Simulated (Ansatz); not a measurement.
The starting structures come from a database of crystals and need not be the phases stable at ambient conditions.

Inside the gap of an insulator the Bloch states are evanescent, with a wavenumber k + iκ along the transport direction.

Consider the following.

```
CELL_PARAMETERS angstrom
      7.41942     0.00000     0.00000
      0.01846     7.41939     0.00000
      3.70048    -3.70970     3.44148
ATOMIC_POSITIONS crystal
  K  0.75166 0.24834 0.49668
  K  0.00166 0.49834 0.99668
  H  0.39871 0.02943 0.75912
  H  0.84217 0.72969 0.75912
  H  0.52031 0.40783 0.25912
  H  0.22057 0.85129 0.25912
  P  0.23449 0.76551 0.53102
  P  0.48449 0.01551 0.03102
  O  0.51829 0.21493 0.26456
  O  0.21715 0.04963 0.26456
  O  0.20037 0.03285 0.76456
  O  0.03507 0.73171 0.76456
  O  0.70354 0.72892 0.75556
  O  0.54090 0.02664 0.75556
  O  0.22336 0.70910 0.25556
  O  0.52108 0.54646 0.25556
```

Space group of this cell: Fdd2. The cell is taken as given; by r2SCAN its mean pressure is 1.5 GPa.

Transport runs along the normal of the first two printed cell vectors.

No gap correction and no spin-orbit coupling; mid-gap values are interpolated between computed energies.

Q: Predict the band gap and the smallest decay constant κ at mid-gap from Ansatz (an electronic-structure program) with r2SCAN.

A: Gap 6.40 eV on a 10×10×10 mesh; κ = 0.533 1/Å, at the zone centre.
